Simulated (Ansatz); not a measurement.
LaMgNO (model structure, started from the LaZnOP type, P4/nmm, No. 129, 8 atoms in the cell) was calculated with r²SCAN (Ansatz, a program for electronic structure, PAW).

Input file:

Ansatz 0.2 input:
```yaml
crystal:
  lattice:
    - [3.8446468544, 0.0, 0.0]
    - [0.0, 3.8446468544, 0.0]
    - [0.0, 0.0, 8.136137008]
  atoms:
    - { symbol: La, position: [0.0, 0.5, 0.8409208678] }
    - { symbol: La, position: [0.5, 0.0, 0.1590791322] }
    - { symbol: Mg, position: [0.0, 0.0, 0.5] }
    - { symbol: Mg, position: [0.5, 0.5, 0.5] }
    - { symbol: N, position: [0.5, 0.0, 0.613125601] }
    - { symbol: N, position: [0.0, 0.5, 0.386874399] }
    - { symbol: O, position: [0.5, 0.5, 0.0] }
    - { symbol: O, position: [0.0, 0.0, 0.0] }
basis:
  ecutwfc: 560
  ecutrho_ratio: 4
  xc_grid: 3
kpoints:
  mp_grid: { grid: [8, 8, 4] }
hamiltonian:
  xc: r2scan
  dispersion: none
  pseudopotentials: { kind: paw }
scf:
  occupations: { method: fermi_dirac, width: 0.01 }
output:
  forces: true
  stress: true
  eigenvalues: true
relax:
  f_tol: 0.004
  escape_saddle: false
  max_steps: 80
  cell: { stress_tol: 0.02, fix: [volume] }
```

From the output:

```
Relaxation: its limit of steps is 80 (relax.max_steps)
Crystal: 8 atoms, lattice volume = 120.263 Å³
Basis set: ecut = 560 eV, 3639 PW (Γ), exchange–correlation on 90×90×192 points (27 copies of the dense FFT grid, shifted against one another)
Bands: 40, of which v1, the nominal top of the filled ones, is band 32 counted from 1 (31 counted from 0)
Symmetry: 16 space group operations
Space group: P4/nmm (ITA 129), of the structure as read, at distance tolerance 4.9e-5 Å
k-points: 45 of 256
Functional: x = r2scan, c = r2scan; τ floored in thin density (d = 2e-4 eV/Å³)
SCF iter   1: F=—  HF=-18299.481672 eV  |F-HF|=—  |Δ(HF+E_count)|=         —  Δρ=1.35e-2  dr2=3.12e-1  dr2_τ=3.23e-1
SCF iter   2: F=—  HF=-18299.692190 eV  |F-HF|=—  |Δ(HF+E_count)|=   2.11e-1  Δρ=6.03e-3  dr2=2.54e-2  dr2_τ=7.85e-3
  ...
SCF 1 converged in 8 iterations: F = -18299.688893 eV  dr2 = 6.18e-8
Crystal: 8 atoms, lattice volume = 120.263 Å³
Initial density: handed on by an earlier stage of this run
SCF 2 converged in 7 iterations: F = -18299.666636 eV  dr2 = 8.95e-8
  ...
SCF 3 converged in 10 iterations: F = -18299.694689 eV  dr2 = 8.14e-13
Crystal: 8 atoms, lattice volume = 120.263 Å³
SCF 4 converged in 4 iterations: F = -18299.694772 eV  dr2 = 3.56e-8
Crystal: 8 atoms, lattice volume = 120.263 Å³
SCF 5 converged in 6 iterations: F = -18299.694807 eV  dr2 = 4.50e-9
Crystal: 8 atoms, lattice volume = 120.263 Å³
SCF iter   5: F=—  HF=-18299.694821 eV  |F-HF|=—  |Δ(HF+E_count)|=   1.72e-9  Δρ=2.58e-7  dr2=4.80e-11  dr2_τ=8.13e-12
SCF iter   6: F=-18299.694821 eV  HF=-18299.694821 eV  |F-HF|=1.82e-11  |Δ(HF+E_count)|=  5.09e-11  Δρ=7.61e-8  dr2=5.01e-12  dr2_τ=4.88e-13
SCF 6 converged in 6 iterations: F = -18299.694821 eV  dr2 = 5.01e-12
SCF converged after 6 iterations
Free energy (F): -18299.694821 eV
Internal energy: -18299.694821 eV  (E = F + TS)
E sigma→0 (E₀):  -18299.694821 eV
Fermi energy:    11.029414 eV
--- Forces (eV/Å), atoms counted from 1 ---
  atom   1  La    -0.00000000     0.00000000     0.00217593
  atom   2  La     0.00000000    -0.00000000    -0.00217593
  atom   3  Mg    -0.00000000     0.00000000     0.00000000
  atom   4  Mg     0.00000000    -0.00000000    -0.00000000
  atom   5  N     -0.00000000     0.00000000    -0.00007319
  atom   6  N      0.00000000    -0.00000000     0.00007319
  atom   7  O      0.00000000    -0.00000000    -0.00000000
  atom   8  O     -0.00000000     0.00000000     0.00000000
--- Stress (GPa, compression-positive) ---
        1.817488      -0.000000       0.000000
       -0.000000       1.817488       0.000000
        0.000000       0.000000       1.795343
  P = ⅓ Tr σ = 1.8101 GPa (18.101 kbar)
```

The cell is one volume of an energy–volume scan, off the minimum.

The PAW data were made under PBE.

Note: the relaxation could raise the start's symmetry but not lower it, so the cell can be a saddle point.

The result took about 4 core-minutes (a rough figure).

A model structure was made by putting elements into a prototype or built by hand; it is no filed structure, need not be a known phase, and can be a saddle point held by its symmetry.
